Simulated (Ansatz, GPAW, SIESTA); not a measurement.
# SiNi (P2_13, 8 atoms in the cell) computed with different codes at matched settings

Self-consistent single point, at a second geometry (lattice scaled by 0.98). First geometry:

```
CELL_PARAMETERS angstrom
      4.48658     0.00000     0.00000
      0.00000     4.48658     0.00000
      0.00000     0.00000     4.48658
ATOMIC_POSITIONS crystal
  Si 0.65317 0.15317 0.34683
  Si 0.84683 0.84683 0.84683
  Si 0.15317 0.34683 0.65317
  Si 0.34683 0.65317 0.15317
  Ni 0.35050 0.85050 0.64950
  Ni 0.14950 0.14950 0.14950
  Ni 0.85050 0.64950 0.35050
  Ni 0.64950 0.35050 0.85050
```

Shared settings, as Ansatz (an electronic-structure program) writes them: kpoints.mp_grid.grid = 8 8 8; scf.occupations.method = gaussian; scf.occupations.width = 0.2 eV. Potentials and cutoffs stand in the table.

```csv
code,model,ΔF from the first geometry (meV/atom),pressure (GPa),largest force (eV/Å),cutoff
SIESTA,"GGA PBEsol, numerical atomic orbitals TZP, PseudoDojo PBEsol standard norm-conserving potentials (rewritten from UPF to PSML)",8.9,9.36,0.099,grid 350 Ry
GPAW,"PBEsol, GPAW PAW datasets PBEsol (made by gpaw-setup)",26.5,13.77,0.059,850 eV
Ansatz,"PBEsol, PAW files made with PBE",16.0,10.82,0.017,420 eV
```

Size of the force on each atom (eV/Å): Sizes of forces hide their directions.

```json
[
 {"code": "SIESTA", "Si1": "0.099", "Si2": "0.099", "Si3": "0.099", "Si4": "0.099", "Ni5": "0.074", "Ni6": "0.074", "Ni7": "0.074", "Ni8": "0.074"},
 {"code": "GPAW", "Si1": "0.019", "Si2": "0.019", "Si3": "0.019", "Si4": "0.019", "Ni5": "0.059", "Ni6": "0.059", "Ni7": "0.059", "Ni8": "0.059"},
 {"code": "Ansatz", "Si1": "0.004", "Si2": "0.004", "Si3": "0.004", "Si4": "0.004", "Ni5": "0.017", "Ni6": "0.017", "Ni7": "0.017", "Ni8": "0.017"}
]
```

On Ansatz's run: spin polarisation is off.

The spread over the programs that give each value: ΔF from the first geometry within 17.6 meV/atom; pressure within 4.41 GPa; largest force within 0.082 eV/Å.

SIESTA uses small atom-centred bases, whose incompleteness enters pressures, forces and empty levels differently from a plane-wave cutoff. Ansatz's pressure is given at a fixed set of plane waves, as the other plane-wave codes print theirs; with its correction for the finite basis it is 10.87 GPa. In the force vectors, SIESTA (by 0.088) lies more than 0.08 eV/Å from the median of the plane-wave programs.

The starting cell comes from a database of computed structures (which also holds hypothetical and non-ambient phases and stackings), without a prior relaxation at this level. Its lattice was rescaled by a random factor within 2.5 % of one. For this run, on top of that: lattice scaled by 0.98.

Keys are those of Ansatz 0.2.
